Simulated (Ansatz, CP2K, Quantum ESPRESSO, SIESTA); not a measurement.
LiNbSe2 (P1, 8 atoms in the cell) computed with different codes at matched settings

Self-consistent single point, at a second geometry (atoms moved at random). First geometry:

```xyz
8
Lattice="3.5333 0.0000 0.0000 -1.7667 3.0599 0.0000 0.0000 0.0000 13.5423" Properties=species:S:1:pos:R:3 pbc="T T T"
Li     0.0000     0.0000     0.0000
Li     0.0000     0.0000     6.7712
Nb     0.0000     0.0000     3.3856
Nb     0.0000     0.0000    10.1567
Se     0.0000     2.0400     1.7192
Se     1.7667     1.0200    11.8231
Se     1.7667     1.0200     8.4904
Se     0.0000     2.0400     5.0520
```

Second geometry:
```xyz
8
Lattice="3.5333 0.0000 0.0000 -1.7667 3.0599 0.0000 0.0000 0.0000 13.5423" Properties=species:S:1:pos:R:3 pbc="T T T"
Li     0.0100    -0.0153     0.0594
Li    -0.0061     0.0228     6.7565
Nb    -0.0289    -0.0478     3.4001
Nb    -0.0054     0.0576    10.1611
Se    -0.0286     2.0017     1.7569
Se     1.7412     0.9976    11.7570
Se     1.8200     0.9774     8.5070
Se     0.0311     2.1259     5.0001
```

Shared settings, as Ansatz (a first-principles code) writes them: kpoints.mp_grid.grid = 6 6 2; scf.occupations.method = fixed. Potentials and cutoffs stand in the table.

| code | model | ΔF from the first geometry (meV/atom) | pressure (GPa) | largest force (eV/Å) | gap on the mesh (eV) | cutoff |
|---|---|---|---|---|---|---|
| Ansatz | PBEsol, PAW files made with PBE | 21.6 | -1.42 | 1.435 | 0.514 | default |
| Quantum ESPRESSO | PBEsol, GBRV 1.5 ultrasoft (PBESOL) pseudopotentials | 21.6 | -1.49 | 1.435 | 0.511 | 40 Ry |
| CP2K | PBEsol, GPW, DZVP-MOLOPT-SR-GTH basis, GTH-PBE potentials (GTH_POTENTIALS) | 25.9 | 0.37 | 1.503 | 0.528 | grid 500 Ry |
| SIESTA | GGA PBEsol, numerical atomic orbitals DZP, PseudoDojo PBEsol standard norm-conserving potentials (rewritten from UPF to PSML) | 37.1 | 1.74 | 1.848 | 0.609 | grid 350 Ry |

Size of the force on each atom (eV/Å): Sizes of forces hide their directions.

```
code                Li1    Li2    Nb3    Nb4    Se5    Se6    Se7    Se8
----------------  -----  -----  -----  -----  -----  -----  -----  -----
Ansatz            0.187  0.097  1.335  1.435  0.108  0.939  0.890  1.314
Quantum ESPRESSO  0.188  0.097  1.334  1.435  0.107  0.937  0.890  1.313
CP2K              0.205  0.107  1.398  1.503  0.196  1.091  0.960  1.455
SIESTA            0.212  0.106  1.444  1.539  0.659  1.565  1.184  1.848
```

Gaps are read on the mesh.

The spread over the programs that give each value: ΔF from the first geometry within 15.5 meV/atom; pressure within 3.23 GPa; largest force within 0.413 eV/Å; gap on the mesh within 0.098 eV.

CP2K and SIESTA use small atom-centred bases, whose incompleteness enters pressures, forces and empty levels differently from a plane-wave cutoff. Ansatz's pressure is given at a fixed set of plane waves, as the other plane-wave codes print theirs. In the pressure, CP2K (by 1.83) and SIESTA (by 3.20) lie more than 1 GPa from the median of the plane-wave programs. In the force vectors, CP2K (by 0.181) and SIESTA (by 0.733) lie more than 0.08 eV/Å from the median of the plane-wave programs.

The starting cell comes from a database of computed structures (which also holds hypothetical and non-ambient phases and stackings), without a prior relaxation at this level. For this run, on top of that: atoms moved at random.

Keys are those of Ansatz 0.2.
